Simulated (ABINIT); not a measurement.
A self-consistent single point of Li (Im-3m, 1 atom in the cell) with ABINIT.

Method of the run: LDA (PW92), norm-conserving pseudopotentials (PseudoDojo nc-sr-04 LDA standard) (plane waves; ABINIT).

```
Li
1.0
   -1.74500     1.74500     1.74500
    1.74500    -1.74500     1.74500
    1.74500     1.74500    -1.74500
Li
1
Cartesian
  0.00000   0.00000   0.00000
```

Reference input (self-consistent single point, DFT, PBE, plane waves, norm-conserving pseudopotentials (PseudoDojo nc-sr-05 PBE standard)): pseudos = [Li.upf]; ecut = 37 Ha; ixc = 11; occopt = 7; tsmear = 0.136 eV; ngkpt = 11 11 11; nshiftk = 1; shiftk = 0 0 0; potentials = PseudoDojo nc-sr-05 PBE standard; nband = 7; kptopt = 1; nstep = 60. This run's input differs from it in these lines:

```diff
@@ -1,2 +1,2 @@
-# Li, PseudoDojo nc-sr-05 PBE standard
+# Li, PseudoDojo nc-sr-04 LDA standard
 pp_dirpath "./"
@@ -14,3 +14,3 @@
 ecut 37 Ha
-ixc 11
+ixc 7
 occopt 7
```

Its files differ too (potentials: PseudoDojo nc-sr-05 PBE standard → PseudoDojo nc-sr-04 LDA standard).

Output, abridged:

```
--- !BeginCycle
solver: {iscf: 7, nstep: 60, nline: 4, wfoptalg: 0, }
tolerances: {tolvrs: 1.00E-12, }
...

     iter   Etot(hartree)      deltaE(h)  residm     vres2
 ETOT  1  -7.1128060246854    -7.113E+00 2.564E-02 1.222E-01
 ETOT  2  -7.1158030599799    -2.997E-03 1.493E-05 7.566E-04
 ETOT  3  -7.1158031351415    -7.516E-08 7.330E-06 6.918E-05
 ETOT  4  -7.1158031374763    -2.335E-09 6.299E-06 1.807E-06
 ETOT  5  -7.1158031375218    -4.557E-11 4.888E-07 3.008E-08
 ETOT  6  -7.1158031375223    -4.823E-13 2.385E-06 6.999E-11
 ETOT  7  -7.1158031375226    -2.851E-13 1.897E-07 1.158E-13
 At SCF step    7       vres2   =  1.16E-13 < tolvrs=  1.00E-12 =>converged.

 Cartesian components of stress tensor (hartree/bohr^3)
  sigma(1 1)=  4.82506905E-05  sigma(3 2)=  0.00000000E+00
  sigma(2 2)=  4.82506905E-05  sigma(3 1)=  0.00000000E+00
  sigma(3 3)=  4.82506905E-05  sigma(2 1)=  0.00000000E+00

 ----iterations are completed or convergence reached----

 reduced coordinates (array xred) for    1 atoms
       0.000000000000      0.000000000000      0.000000000000
 cartesian forces (eV/Angstrom) at end:
    1     -0.00000000000000    -0.00000000000000    -0.00000000000000
 frms,max,avg= 0.0000000E+00 0.0000000E+00   0.000E+00  0.000E+00  0.000E+00 e/A
 length scales=  5.711562397100  5.711562397100  5.711562397100 bohr
              =  3.022428645985  3.022428645985  3.022428645985 angstroms
   [... lines left out ...]
 Fermi (or HOMO) energy (hartree) =   0.00816   Average Vxc (hartree)=  -0.25652
   [... lines left out ...]
total_energy        : -7.11580313752259E+00
total_energy_eV     : -1.93630850647320E+02
band_energy         : -3.38650002389376E+00
...

-Cartesian components of stress tensor (GPa)         [Pressure= -1.4196E+00 GPa]
- sigma(1 1)=  1.41958409E+00  sigma(3 2)=  0.00000000E+00
- sigma(2 2)=  1.41958409E+00  sigma(3 1)=  0.00000000E+00
- sigma(3 3)=  1.41958409E+00  sigma(2 1)=  0.00000000E+00

 Calculation completed.
```

The run converged in 7 iterations. Against the reference run the pressure goes from -0.64 to -1.42 GPa.

The starting cell has typed, rounded lattice constants, without a prior relaxation at this level.
